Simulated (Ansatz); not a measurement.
Effect of pressure 10 GPa on hypothetical P4_2/mnm BAs

Take BAs (space group P4_2/mnm, No. 136; a = 5.8372 Å, c = 3.3617 Å; a hypothetical phase, not in the database extracts checked) as the base.

The change: cell and atoms relaxed at a pressure of 10 GPa.

Calculations: DFT with PBEsol, PAW potentials and a 420 eV plane-wave cutoff in Ansatz (a program for electronic structure), no spin-orbit coupling. k-mesh 6×6×10 (Γ-centred); smearing 0.05 eV (Fermi–Dirac).

| quantity | base | changed | shift |
|---|---|---|---|
| volume per atom | 14.32 Å³ | 13.38 Å³ | -0.94 Å³ |
| density | 4.97 g/cm³ | 5.32 g/cm³ | +0.35 g/cm³ |
| lattice parameter a | 5.837 Å | 5.698 Å | -0.139 Å |
| c/a ratio | 0.576 | 0.578 | +0.0025 |
| shortest interatomic distance | 2.045 Å | 1.998 Å | -0.047 Å |
| enthalpy H = E + PV relative to the base's energy | – | +0.86 eV/atom | – |
| band gap | 0.61 eV | 0.39 eV | -0.22 eV |
| gap character | indirect, Γ → k = (0, 0, 0.300) in the run's primitive reciprocal basis | indirect, Γ → k = (0, 0, 0.300) in the run's primitive reciprocal basis | – |
| smallest direct gap | 1.08 eV | 0.96 eV | -0.12 eV |
| mean gap deformation potential ΔEg/Δln V | – | +3.3 eV | – |
| width of the top valence band | 3.56 eV | 3.84 eV | +0.28 eV |
| electron mass | 0.45 mₑ along k, 0.34 mₑ across (off the special points) | 0.44 mₑ along k, 0.31 mₑ across (off the special points) | – |
| valence-band top at Γ (three highest levels, from the VBM) | 0.00, 0.00, -0.29 eV | 0.00, 0.00, -0.40 eV | – |

Load acts through the strain it causes; cell and atoms are relaxed under it. Effective masses come from finite differences of ±0.01 Å⁻¹. Along k means along the line from Γ to the band edge. Stability against distortions was not tested. No other phases were tried under pressure.
